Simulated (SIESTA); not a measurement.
Band structure of LiMg (Amm2, 6 atoms in the cell).

```xyz
6
Lattice="4.8996 0.0000 0.0000 0.0000 1.7004 7.3461 0.0000 -1.7004 7.3461" Properties=species:S:1:pos:R:3 pbc="T T T"
Li     0.0000     0.0000     4.4949
Li     2.4498     0.0000     6.9767
Li     2.4498     0.0000     1.9899
Mg     0.0000     0.0000    14.2220
Mg     0.0000     0.0000     9.4591
Mg     2.4498     0.0000    11.8310
```

Level of theory: LDA PW92, numerical atomic orbitals DZP, PseudoDojo LDA standard norm-conserving potentials (rewritten from UPF to PSML) run with SIESTA.

Settings: XC.functional = LDA; XC.authors = PW92; potentials = PseudoDojo LDA standard; PAO.BasisSize = DZP; PAO.EnergyShift = 0.01 Ry; MeshCutoff = 350 Ry; kgrid.MonkhorstPack = 5 7 7; OccupationFunction = MP; OccupationMPOrder = 0; ElectronicTemperature = 2320.9 K; PAO.Polarization.NonPerturbative = true; MaxSCFIterations = 150; SCF.Mixer.Method = Pulay; SCF.Mixer.Weight = 0.25.

The starting cell comes from a database of computed structures (which also holds hypothetical and non-ambient phases and stackings), without a prior relaxation at this level. Values carry the incompleteness of an atom-centred basis.

Levels in eV from the Fermi level, bands 16 to 21:
```csv
point,16,17,18,19,20,21
Γ,-5.83,-3.33,-3.31,-0.66,1.39,2.08
X,-3.10,-2.54,-1.87,-0.04,-0.01,2.22
S,-3.17,-2.36,-1.33,-1.27,0.88,1.08
R,-1.82,-1.42,-1.40,-0.79,-0.74,-0.40
A,-1.65,-1.63,-1.46,-0.94,-0.70,-0.59
Z,-4.85,-4.17,-2.44,-1.51,-1.34,-1.16
Y,-5.21,-5.20,-0.68,-0.05,0.07,0.29
X1,-3.10,-2.54,-1.87,-0.04,-0.01,2.22
A1,-1.65,-1.63,-1.46,-0.94,-0.70,-0.59
T,-4.60,-4.03,-3.55,-2.53,0.69,0.99
```

Bands cross the Fermi level along this path, so the cell is metallic at this level.

Higher empty bands are left out: an atom-centred basis made for the valence describes them poorly.
